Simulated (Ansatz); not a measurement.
Pressure series in Mg2NbN3

Take Mg₂NbN₃ (space group C2/c, No. 15; a cell from a computed database, its experimental status unchecked) as the base.

```cif
data_Mg4N6Nb2
_chemical_formula_sum 'Mg4 Nb2 N6'
_space_group_name_H-M_alt 'P 1'
_space_group_IT_number 1
_cell_length_a 5.63633
_cell_length_b 5.63633
_cell_length_c 5.68464
_cell_angle_alpha 112.868
_cell_angle_beta 112.868
_cell_angle_gamma 66.072
loop_
_space_group_symop_operation_xyz
  'x, y, z'
loop_
_atom_site_label
_atom_site_type_symbol
_atom_site_fract_x
_atom_site_fract_y
_atom_site_fract_z
_atom_site_occupancy
Mg1 Mg 0.91560 0.75460 0.42280 1
Mg2 Mg 0.08440 0.24540 0.57720 1
Mg3 Mg 0.24540 0.08440 0.07720 1
Mg4 Mg 0.75460 0.91560 0.92280 1
Nb1 Nb 0.58880 0.41120 0.75000 1
Nb2 Nb 0.41120 0.58880 0.25000 1
N1 N 0.90044 0.09956 0.75000 1
N2 N 0.09956 0.90044 0.25000 1
N3 N 0.58670 0.72545 0.07352 1
N4 N 0.41330 0.27455 0.92648 1
N5 N 0.27455 0.41330 0.42648 1
N6 N 0.72545 0.58670 0.57352 1
```

Cell and atoms are relaxed at each pressure.

All numbers come from PBEsol (Ansatz, an electronic-structure program), spin-orbit coupling left out.

Two rows of this table had their results exchanged by mistake.

```
pressure          volume per atom (Å³)  shortest distance (Å)  band gap
----------------  --------------------  ---------------------  --------
pressure −2 GPa                  12.36                  1.920   1.34 eV
pressure −1 GPa                  12.27                  1.917   1.34 eV
pressure 0.3 GPa                 12.17                  1.915   1.33 eV
pressure 0.7 GPa                 12.13                  1.914   1.33 eV
pressure 1.5 GPa                 12.07                  1.912   1.33 eV
pressure 3 GPa                   11.49                  1.895   1.29 eV
pressure 5 GPa                   11.81                  1.905   1.31 eV
pressure 7.5 GPa                 11.65                  1.900   1.30 eV
pressure 10 GPa                  11.96                  1.909   1.32 eV
```

**Question.** Which two?

**Answer.** The rows for pressure 3 GPa and pressure 10 GPa: the volume has to fall steadily with pressure, so 11.96 Å³ belongs to pressure 3 GPa and 11.49 Å³ to pressure 10 GPa.

Load acts through the strain it causes; cell and atoms are relaxed under it. Whether these cells are dynamically stable was not tested. Competing high-pressure phases were not computed.
